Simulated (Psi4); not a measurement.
Psi4 1.11, B3LYP/def2-svp: Mo(NH)(S)(SH)2 ([NH]=[Mo](=[S])([SH])[SH]), 8 atoms. The geometry is a generated start, not checked to be a minimum at this level.

| Property | Value |
|---|---|
| task | energy |
| method | b3lyp |
| basis | def2-svp |
| memory | 3 GB |
| maxiter | 100 |
| keys of the molecule block | symmetry c1 |
| scf_type | df (default) |
| e_convergence | 1e-06 (default) |
| d_convergence | 1e-06 (default) |
| dft_radial_points | 75 (default) |
| dft_spherical_points | 302 (default) |
| effective core potentials | those of the basis set, past Kr |
| basis functions | 114 |
| grid points | 173221 |

```xyz
8

Mo     0.1946    -0.1586    -0.0554
N      0.9837    -0.8875    -1.4128
H      1.5584    -1.3592    -2.1019
S      1.1375    -0.3874     1.8585
S     -1.9157    -1.1508     0.0507
H     -2.2036    -0.7226     1.2926
S     -0.0101     2.1396    -0.4441
H      0.2552     2.5266     0.8125
```

Charge 0 and multiplicity 1 are set for this test and not shown to be the ground state.

With the defaults (diis = true, scf_initial_accelerator = adiis, damping_percentage = 0, diis_max_vecs = 10, guess = auto, which took SAD) it converges in 12 SCF iterations. One run each on 2 threads, with these changes:
- guess = sapgau
- scf_initial_accelerator = none
- diis_max_vecs = 6
- scf_initial_accelerator = ediis
- diis_max_vecs = 3
- diis = false, scf_initial_accelerator = none, damping_percentage = 60
- guess = modhuckel
- diis_max_vecs = 20
- damping_percentage = 20

**Question.** Name the settings that don't reach the solution of the defaults.

**Answer.** No convergence: diis = false, scf_initial_accelerator = none, damping_percentage = 60 (the run ends without SCF convergence in 100 iterations). The rest reach the solution of the defaults.

| setting | SCF iterations | end |
|---|---|---|
| the defaults | 12 | same solution |
| scf_initial_accelerator = ediis | 12 | same solution |
| diis_max_vecs = 20 | 12 | same solution |
| scf_initial_accelerator = none | 12 | same solution |
| diis_max_vecs = 6 | 13 | same solution |
| guess = modhuckel | 13 | same solution |
| guess = sapgau | 17 | same solution |
| damping_percentage = 20 | 24 | same solution |
| diis_max_vecs = 3 | 60 | same solution |
| diis = false, scf_initial_accelerator = none, damping_percentage = 60 | 100 | no convergence |

1 further run of the study ended by our limits or in an error and is left out.
